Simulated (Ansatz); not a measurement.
Electronic density of states of amorphous Ga24O38Zr, density 5.02 g/cm³, on a 2×2×2 Γ-centred mesh with a Gaussian width of 0.1 eV; energies count from the Fermi level, whose place inside the gap is arbitrary. Cell and mesh are small, so fine structure isn't converged. Level of theory: PBE, scalar-relativistic without spin-orbit coupling (plane waves to 420 eV, PAW; Ansatz, a program for electronic structure). Sampling: a 2×2×2 Γ-centred mesh; Fermi-Dirac width 0.02 eV; no spin polarisation. At PBE the levels at the filled edge of the gap are localised (band-tail or defect states).

The cell was made by melting and quenching with the CHGNet potential and then relaxed with DFT. O atoms were pushed apart under 1.9 Å during the dynamics, to hinder bonds among them. The hot cell started wider than the set density and was brought back towards it in steps. It is the lowest in DFT energy of 2 quenches. It is a model cell: composition and starting density were chosen by hand, and all elements were melted together. No dispersion term was used. Its density started from a set value of 5.02 and ended at 5.02 g/cm³. Cooling (nominally 280 K/ps over its main leg) ran many orders faster than in experiment, which tends to leave more defects and strain. One small periodic cell is one sample of the glass; other quenches scatter about these values. The volume was held where the preparation left it and the shape relaxed, at a PBE pressure of 2.1 GPa. Stress components on the final sampling reach 2.2 GPa.

```
E - EF (eV)  states/(eV atom)
-----------  ----------------
-12.00                   0.00
-11.90                   0.00
-11.80                   0.00
-11.70                   0.00
-11.60                   0.00
-11.50                   0.00
-11.40                   0.00
-11.30                   0.00
-11.20                   0.00
-11.10                   0.00
-11.00                   0.00
-10.90                   0.00
-10.80                   0.00
-10.70                   0.00
-10.60                   0.00
-10.50                   0.00
-10.40                   0.00
-10.30                   0.00
-10.20                   0.00
-10.10                   0.00
-10.00                   0.00
-9.90                    0.00
-9.80                    0.00
-9.70                    0.00
-9.60                    0.00
-9.50                    0.00
-9.40                    0.00
-9.30                    0.00
-9.20                    0.00
-9.10                    0.00
-9.00                    0.00
-8.90                    0.00
-8.80                    0.00
-8.70                    0.00
-8.60                    0.00
-8.50                    0.00
-8.40                    0.00
-8.30                    0.00
-8.20                    0.00
-8.10                    0.00
-8.00                    0.02
-7.90                    0.11
-7.80                    0.22
-7.70                    0.28
-7.60                    0.26
-7.50                    0.28
-7.40                    0.34
-7.30                    0.32
-7.20                    0.36
-7.10                    0.39
-7.00                    0.33
-6.90                    0.30
-6.80                    0.33
-6.70                    0.34
-6.60                    0.33
-6.50                    0.35
-6.40                    0.34
-6.30                    0.29
-6.20                    0.22
-6.10                    0.23
-6.00                    0.26
-5.90                    0.29
-5.80                    0.27
-5.70                    0.22
-5.60                    0.24
-5.50                    0.36
-5.40                    0.44
-5.30                    0.39
-5.20                    0.39
-5.10                    0.40
-5.00                    0.49
-4.90                    0.60
-4.80                    0.53
-4.70                    0.45
-4.60                    0.51
-4.50                    0.54
-4.40                    0.53
-4.30                    0.56
-4.20                    0.59
-4.10                    0.63
-4.00                    0.59
-3.90                    0.60
-3.80                    0.61
-3.70                    0.56
-3.60                    0.55
-3.50                    0.57
-3.40                    0.64
-3.30                    0.67
-3.20                    0.61
-3.10                    0.66
-3.00                    0.71
-2.90                    0.73
-2.80                    0.75
-2.70                    0.69
-2.60                    0.68
-2.50                    0.69
-2.40                    0.75
-2.30                    0.82
-2.20                    0.88
-2.10                    0.94
-2.00                    0.99
-1.90                    1.00
-1.80                    0.95
-1.70                    0.89
-1.60                    0.91
-1.50                    0.84
-1.40                    0.73
-1.30                    0.71
-1.20                    0.52
-1.10                    0.31
-1.00                    0.22
-0.90                    0.09
-0.80                    0.01
-0.70                    0.00
-0.60                    0.00
-0.50                    0.00
-0.40                    0.00
-0.30                    0.00
-0.20                    0.00
-0.10                    0.00
0.00                     0.00
0.10                     0.00
0.20                     0.00
0.30                     0.00
0.40                     0.00
0.50                     0.00
0.60                     0.00
0.70                     0.00
0.80                     0.00
0.90                     0.02
1.00                     0.02
1.10                     0.00
1.20                     0.00
1.30                     0.00
1.40                     0.00
1.50                     0.00
1.60                     0.00
1.70                     0.00
1.80                     0.01
1.90                     0.05
2.00                     0.07
2.10                     0.07
2.20                     0.04
2.30                     0.02
2.40                     0.05
2.50                     0.08
2.60                     0.10
2.70                     0.09
2.80                     0.05
2.90                     0.05
3.00                     0.10
3.10                     0.14
3.20                     0.15
3.30                     0.18
3.40                     0.21
3.50                     0.21
3.60                     0.20
3.70                     0.20
3.80                     0.21
3.90                     0.17
4.00                     0.17
4.10                     0.18
4.20                     0.22
4.30                     0.22
4.40                     0.23
4.50                     0.24
4.60                     0.24
4.70                     0.28
4.80                     0.33
4.90                     0.32
5.00                     0.31
5.10                     0.35
5.20                     0.33
5.30                     0.27
5.40                     0.28
5.50                     0.34
5.60                     0.36
5.70                     0.31
5.80                     0.37
5.90                     0.38
6.00                     0.29
6.10                     0.28
6.20                     0.27
6.30                     0.28
6.40                     0.27
6.50                     0.27
6.60                     0.32
6.70                     0.32
6.80                     0.28
6.90                     0.33
7.00                     0.35
7.10                     0.37
7.20                     0.38
7.30                     0.36
7.40                     0.34
7.50                     0.32
```

The level gap on this mesh is 1.93 eV; the broadening fills part of it in the curve.
